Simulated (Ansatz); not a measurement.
InSe (P-6m2, No. 187; cell taken from a computed entry), treated with r²SCAN (PAW; Ansatz, a first-principles code).

Run with plane-wave cutoff 500 eV, 12×12×4 k mesh (along the axes of the cell as run), Fermi–Dirac smearing 0.05 eV, scalar-relativistic PAW data made under PBE.

Cell (relaxed at this level):

```cif
data_In4Se4
_chemical_formula_sum 'In4 Se4'
_space_group_name_H-M_alt 'P-6m2'
_space_group_IT_number 187
_space_group_name_Hall 'P -6 2'
_cell_length_a 4.04339
_cell_length_b 4.04339
_cell_length_c 17.39009
_cell_angle_alpha 90.000
_cell_angle_beta 90.000
_cell_angle_gamma 120.000
loop_
_atom_site_label
_atom_site_type_symbol
_atom_site_symmetry_multiplicity
_atom_site_Wyckoff_symbol
_atom_site_fract_x
_atom_site_fract_y
_atom_site_fract_z
_atom_site_occupancy
In1 In 2 g 0.00000 0.00000 0.41958 1
In2 In 2 h 0.33333 0.66667 0.08042 1
Se1 Se 2 i 0.66667 0.33333 0.15280 1
Se2 Se 2 h 0.33333 0.66667 0.34719 1
```

Question: Estimate the band gap that the calculation returns.

Answer: 
- band gap = 0.93 eV (on the SCF k mesh)

Note: the cell comes from a level without a dispersion term, which matters for the spacing of layers, chains or molecules; the relaxation could not lower the start's symmetry, so the cell can be a saddle point above a distorted one; the cell has widely spaced layers and the level no dispersion term, so their spacing and the moduli can rest on weak binding.

Spin–orbit coupling is not included.

The computed numbers hold no vibrational or temperature effects.
